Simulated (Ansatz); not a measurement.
Consider Al in the fcc (Cu type) structure (space group Fm-3m, No. 225; a = 4.015 Å; relaxed with 0.1 eV smearing). Axes: x, y, z lie along the cube axes.

All numbers come from PBEsol (Ansatz, a first-principles code), without spin-orbit coupling.

Modification: an isotropic linear strain of +1.50 %, atoms relaxed at fixed cell.

Q: Predict the stress tensor and what it implies for the stiffness.

A: Stress of the strained cell less that of the base (GPa, compression positive):
```
   -3.3     0.0     0.0
    0.0    -3.3     0.0
    0.0     0.0    -3.3
```

Then B = −ΔP/(ΔV/V₀) with ΔV/V₀ = 0.0457 gives secant stiffness values (nonlinear terms included at this strain): B ≈ 72 GPa.

As a check, the harmonic strain energy −½ V₀ Δσ:ε is 7.5 meV/atom; the computed energy rise is 8.0 meV/atom.

No phonon test of stability was made.
